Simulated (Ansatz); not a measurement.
A15 Nb3Sn (cubic form, which distorts at low temperature), treated with HSE06 in Ansatz (plane waves, PAW).

Settings: plane-wave cutoff 460 eV, 6×6×6 k mesh, Fermi–Dirac smearing 0.05 eV, no spin polarisation, scalar-relativistic PAW data made under PBE.

Cell (relaxed at this level):

```
CELL_PARAMETERS angstrom
      5.28300     0.00000     0.00000
      0.00000     5.28300     0.00000
      0.00000     0.00000     5.28300
ATOMIC_POSITIONS crystal
  Nb 0.25000 0.00000 0.50000
  Nb 0.75000 0.00000 0.50000
  Nb 0.50000 0.75000 0.00000
  Nb 0.50000 0.25000 0.00000
  Nb 0.00000 0.50000 0.75000
  Nb 0.00000 0.50000 0.25000
  Sn 0.50000 0.50000 0.50000
  Sn 0.00000 0.00000 0.00000
```

Task: Give the computed bulk modulus and pressure derivative B′ of the bulk modulus.

Result: 
* **bulk modulus**: 177 GPa
* **pressure derivative B′ of the bulk modulus**: 4.1

Measured, for comparison: bulk modulus 165 GPa (4 K, zero-point motion not removed; as tabulated in Lu and Klein (1997), arXiv:cond-mat/9704251). Computed (rounded) less measured: bulk modulus +7 %.

Note: the run has no spin polarisation, so it can have missed a magnetic state; symmetry holds this phase in the static calculation, where it need not be a minimum.

Spin–orbit coupling is not included.

The computed numbers hold no vibrational or temperature effects.

Ansatz is a program for electronic structure.
